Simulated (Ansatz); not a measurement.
**Parameter sweep on MgTi (Pmm2, 8 atoms in the cell)**

```xyz
8
Lattice="4.8365 0.0000 0.0000 0.0000 6.2107 0.0000 0.0000 0.0000 5.2422" Properties=species:S:1:pos:R:3 pbc="T T T"
Mg     0.0000     1.4540     2.6111
Mg     0.0000     4.7567     2.6111
Mg     0.0000     3.1053     5.1383
Mg     2.4183     3.1053     1.7853
Ti     0.0000     0.0000     5.2112
Ti     2.4183     0.0000     1.6482
Ti     2.4183     1.3302     4.4765
Ti     2.4183     4.8805     4.4765
```
Moments meant for the start (each program seeds them in its own way; μB, in the order of the atoms Mg Mg Mg Mg Ti Ti Ti Ti): 0.0 0.0 0.0 0.0 0.0 0.0 1.0 1.0.

Base run A: PBEsol, PAW files made with PBE in Ansatz (a program for electronic structure), self-consistent single point.

Its settings: basis.ecutwfc = 420 eV; kpoints.mp_grid.grid = 4 3 4; hamiltonian.xc = pbesol; hamiltonian.pseudopotentials = {kind: paw} (the program's default PAW files); magnetization.spin_polarized = true; scf.occupations.method = gaussian; scf.occupations.width = 0.2 eV.

The starting cell comes from a database of computed structures (which also holds hypothetical and non-ambient phases and stackings), without a prior relaxation at this level. The starting moments vanished: the run ended non-magnetic. The program warned that a starting moment was not kept. Ansatz's pressure includes its estimate of the finite-basis (Pulay) stress. Without a gap this mesh is coarse (it stands for a supercell whose shortest vector is 19 Å).

ΔF is the free energy per atom less that of run A. 

Run A gave: pressure (GPa) -1.99; largest force (eV/Å) 0.169; iterations 24.

Runs:
- B: scf.mixing.algorithm, scf.mixing.beta_mag = broyden, 0.2
- C: scf.mixing.algorithm, scf.mixing.beta_mag = broyden, 0.5
- D: scf.mixing.algorithm, scf.mixing.beta_mag = broyden, 1
- E: scf.mixing.algorithm, scf.mixing.beta_mag = broyden, 2

Task: Which runs reach the base run's state, and which is quickest in iterations?

Result: Runs B, C, D, E gave the same state as A (within 1 meV/atom and 0.1 μB a site). The fewest iterations to that state were 24 (A); the most were 48.

```json
[
 {"run": "A", "ΔF (meV/atom)": "0.00", "pressure (GPa)": "-1.99", "largest force (eV/Å)": "0.169", "iterations": "24"},
 {"run": "B", "ΔF (meV/atom)": "0.00", "pressure (GPa)": "-1.99", "largest force (eV/Å)": "0.169", "iterations": "48"},
 {"run": "C", "ΔF (meV/atom)": "0.00", "pressure (GPa)": "-1.99", "largest force (eV/Å)": "0.169", "iterations": "38"},
 {"run": "D", "ΔF (meV/atom)": "0.00", "pressure (GPa)": "-1.99", "largest force (eV/Å)": "0.169", "iterations": "44"},
 {"run": "E", "ΔF (meV/atom)": "0.00", "pressure (GPa)": "-1.99", "largest force (eV/Å)": "0.169", "iterations": "26"}
]
```

Keys are those of Ansatz 0.2.
